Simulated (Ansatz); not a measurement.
For SnO2 (model structure, started from the brookite type, Pbca, No. 61, 24 atoms in the cell), LDA (Ansatz, a first-principles code, plane waves, PAW) gives:

```
Property               Result
---------------  ------------
cohesive energy  5.78 eV/atom
band gap              1.43 eV
```

Task: What does r²SCAN in Ansatz (plane waves, PAW) give for the same quantities?

Result: 
- cohesive energy: 4.79 eV/atom (shrinks by 0.99 eV/atom)
- band gap: 2.03 eV (goes up by 0.60 eV)

Changes are worked out from the printed values.

Unless a cell is named, each level is at its own relaxed cell (LDA 12.40, r²SCAN 12.63 Å³/atom).

Levels without +SOC leave out spin–orbit coupling, which shifts energies and cells of such heavy elements.

Levels without +SOC have no spin–orbit coupling; where heavier elements are present it shifts gaps, mostly down, and can invert bands. Density-functional gaps are differences of (generalised) Kohn–Sham levels.

Ansatz's density-functional and Hartree–Fock values are scalar-relativistic unless marked +SOC, with PAW data made under PBE.

A model structure was made by putting elements into a prototype or built by hand; it is no filed structure, need not be a known phase, and can be a saddle point held by its symmetry.
